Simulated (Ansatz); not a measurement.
The parent structure is GaAs in the zinc blende structure (space group F-43m, No. 216; a = 5.659 Å).

Modification: Al replaces 75.0 % of the Ga, ordered in a cell of 8 atoms (starting symmetry P-4m2) and fully relaxed.

The other end (x = 1) is AlAs in the zinc blende structure (space group F-43m, No. 216): 22.84 Å³/atom, gap 1.34 eV.

Levels (all Ansatz, a quantum-chemistry and plane-wave program, PAW, earlier PAW set): PBEsol (420 eV, without spin-orbit coupling); HSE06 (420 eV, no spin-orbit coupling); PBEsol+SOC (420 eV, spin-orbit coupling included).

One geometry, relaxed with PBEsol, under each level:

The valence-band top lists the three highest levels at Γ (Kramers pairs under SOC), from the VBM.

| level | band gap | valence-band top at Γ | pressure |
|---|---|---|---|
| PBEsol | 1.33 eV | 0.00, 0.00, -0.02 eV | 0.00 GPa |
| HSE06 | [?] | – | – |
| PBEsol+SOC | 1.23 eV | 0.00, -0.01, -0.31 eV | 0.00 GPa |

Task: Give the withheld HSE06 results.

Result: 
- HSE06, band gap: 2.07 eV

Single points use the geometry relaxed with PBEsol. The hybrid gap comes from the SCF mesh plus the semilocal run's edge points and a few special points and is an upper bound. The spin-orbit shifts are approximate. These are small ordered cells, not random alloys; other orderings at the same x differ. Whether these cells are dynamically stable was not tested.
